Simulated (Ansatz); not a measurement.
Input:

```
CELL_PARAMETERS angstrom
      4.98444     0.00000     0.00000
     -2.49222     4.34927     0.00000
      0.00000     0.00000     5.51028
ATOMIC_POSITIONS crystal
  Si 0.47537 0.47588 0.99953
  Si 0.52552 0.00000 0.66667
  Si 0.99950 0.52412 0.33381
  O  0.41535 0.15793 0.87292
  O  0.84486 0.25664 0.53967
  O  0.15425 0.41474 0.12419
  O  0.58822 0.74336 0.79366
  O  0.25742 0.84207 0.46041
  O  0.73951 0.58526 0.20914
```

No spin polarisation.

Computed with Kohn–Sham DFT with the PBE functional, run in Ansatz (an electronic-structure program) with PAW and 420 eV plane waves, scalar-relativistic without spin-orbit coupling. k-mesh 8×8×6 (Γ-centred); smearing 0.05 eV (Fermi–Dirac).

Task: Predict the gap character.

Result: Indirect, C₂ → Γ.

Task: What electron mass does the calculation give?

Result: 0.50 mₑ (at Γ).

Task: What is the computed band gap?

Result: 5.70 eV.

The cells carry an imposed strain or load. Effective masses come from finite differences of ±0.01 Å⁻¹. Whether these cells are dynamically stable was not tested. The cell was made from SiO₂ (space group P3_221, No. 154) by this change: uniaxial strain ε_xx = −0.75 %.
